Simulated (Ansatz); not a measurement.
**HgS, pressure series**

The parent structure is HgS (space group P3_221, No. 154; a = 4.139 Å, c = 9.408 Å; made of chains).

Cell and atoms are relaxed at each pressure.

Levels (all Ansatz, a quantum-chemistry and plane-wave program, PAW): PBEsol (420 eV, no SOC); HSE06 (420 eV, no spin-orbit coupling).

Band gaps by level, all at the geometries relaxed with PBEsol:

| case | PBEsol | HSE06 |
|---|---|---|
| base | 1.23 eV | 2.10 eV |
| pressure 0.3 GPa | 1.17 eV | … |
| pressure 0.7 GPa | 1.10 eV | … |
| pressure 3 GPa | 0.90 eV | … |
| pressure 5 GPa | 0.82 eV | 1.61 eV |

Complete the table.


- pressure 0.3 GPa, HSE06: 2.03 eV
- pressure 0.7 GPa, HSE06: 1.94 eV
- pressure 3 GPa, HSE06: 1.70 eV

Single points use the geometry relaxed with PBEsol. The hybrid gap comes from the SCF mesh plus the semilocal run's edge points and a few special points and is an upper bound. Spin-orbit coupling, missing from the scalar runs, can matter with Hg. Load acts through the strain it causes; cell and atoms are relaxed under it. Stability against distortions was not tested. Competing high-pressure phases were not computed. No dispersion term is included in the PBEsol runs.
